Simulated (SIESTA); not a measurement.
Band structure of InAu3 (Pmmn, 8 atoms in the cell).

```yaml
crystal:
  lattice:
    - [4.83733, 0.00000, 0.00000]
    - [0.00000, 5.77876, 0.00000]
    - [0.00000, 0.00000, 5.27183]
  atoms:
    - { symbol: In, position: [0.50000, 0.50000, 0.33547] }
    - { symbol: In, position: [0.00000, 0.00000, 0.66453] }
    - { symbol: Au, position: [0.00000, 0.50000, 0.66268] }
    - { symbol: Au, position: [0.50000, 0.00000, 0.33732] }
    - { symbol: Au, position: [0.00000, 0.74853, 0.16322] }
    - { symbol: Au, position: [0.00000, 0.25147, 0.16322] }
    - { symbol: Au, position: [0.50000, 0.75147, 0.83678] }
    - { symbol: Au, position: [0.50000, 0.24853, 0.83678] }
```

Computed with SIESTA with GGA PBEsol, numerical atomic orbitals DZP, PseudoDojo PBEsol standard norm-conserving potentials (rewritten from UPF to PSML).

Settings: XC.functional = GGA; XC.authors = PBEsol; potentials = PseudoDojo PBEsol standard; PAO.BasisSize = DZP; PAO.EnergyShift = 0.005 Ry; MeshCutoff = 300 Ry; kgrid.MonkhorstPack = 3 3 3; OccupationFunction = FD; ElectronicTemperature = 100 meV; MaxSCFIterations = 150; SCF.Mixer.Method = Pulay; SCF.Mixer.Weight = 0.2; SCF.Mixer.History = 8; SCF.DM.Tolerance = 1.0E-04.

The starting cell comes from a database of computed structures (which also holds hypothetical and non-ambient phases and stackings), without a prior relaxation at this level. Spin-orbit coupling is off. Values carry the incompleteness of an atom-centred basis.

Levels in eV from the Fermi level, bands 67 to 72:
```
point     67     68     69     70     71     72
-----  -----  -----  -----  -----  -----  -----
Γ      -2.19  -1.64  -0.99  -0.77   0.79   1.97
X      -1.37  -1.37  -0.92  -0.92  -0.34  -0.34
S      -2.61  -2.61  -1.07  -1.07  -0.83  -0.83
Y      -1.46  -1.04  -0.78   0.10   0.60   1.05
Z      -0.75  -0.75   0.28   0.28   0.84   0.84
U      -2.84  -2.84   0.85   0.85   1.21   1.21
R      -2.78  -2.78  -2.38  -2.38  -2.26  -2.26
T      -2.78  -2.78   0.99   0.99   2.59   2.59
```

Bands cross the Fermi level along this path, so the cell is metallic at this level.

Higher empty bands are left out: an atom-centred basis made for the valence describes them poorly.
